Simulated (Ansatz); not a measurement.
The reference is PbS in the rock salt structure (space group Fm-3m, No. 225; a = 5.903 Å).

Structures relaxed with Ansatz (an electronic-structure program), PBEsol, PAW, cutoff 420 eV, without spin-orbit coupling.

Base:

Simulated powder pattern, Co Kα, λ = 1.79026 Å (kinematic, ideal powder, no thermal factors, no anomalous dispersion; the 8 strongest lines at most, above 2 %, up to 2θ = 90°):

```tsv
2θ (°)	I/Imax (%)	hkl
30.46	98	(111)
35.31	100	(200)
50.80	73	(220)
60.39	49	(311)
63.38	26	(222)
74.69	12	(400)
82.76	22	(331)
85.40	37	(420)
```

After one change:

Simulated powder pattern, Co Kα, λ = 1.79026 Å (kinematic, ideal powder, no thermal factors, no anomalous dispersion; the 8 strongest lines at most, above 2 %, up to 2θ = 90°):

```json
[
 {"2θ (°)": "28.68", "I/Imax (%)": "24"},
 {"2θ (°)": "33.25", "I/Imax (%)": "100"},
 {"2θ (°)": "47.71", "I/Imax (%)": "38"},
 {"2θ (°)": "47.76", "I/Imax (%)": "32"},
 {"2θ (°)": "59.40", "I/Imax (%)": "20"},
 {"2θ (°)": "79.52", "I/Imax (%)": "18"},
 {"2θ (°)": "79.59", "I/Imax (%)": "12"},
 {"2θ (°)": "88.97", "I/Imax (%)": "13"}
]
```

Which of these changes matches the shifts?
A) x(Te) = 0.75, 8 atoms, I4/mmm
B) x(Te) = 0.75, 8 atoms, P4/mmm
C) x(Te) = 0.667, 6 atoms, P-3m1

C, x(Te) = 0.667, 6 atoms, P-3m1. Its volume per atom is 30.62 Å³ against 25.71 Å³, and its space group is P-3m1 (No. 164).

Each cell is one ordered arrangement of few atoms, which overstates ordering effects compared with a random alloy. Stability against distortions was not tested.
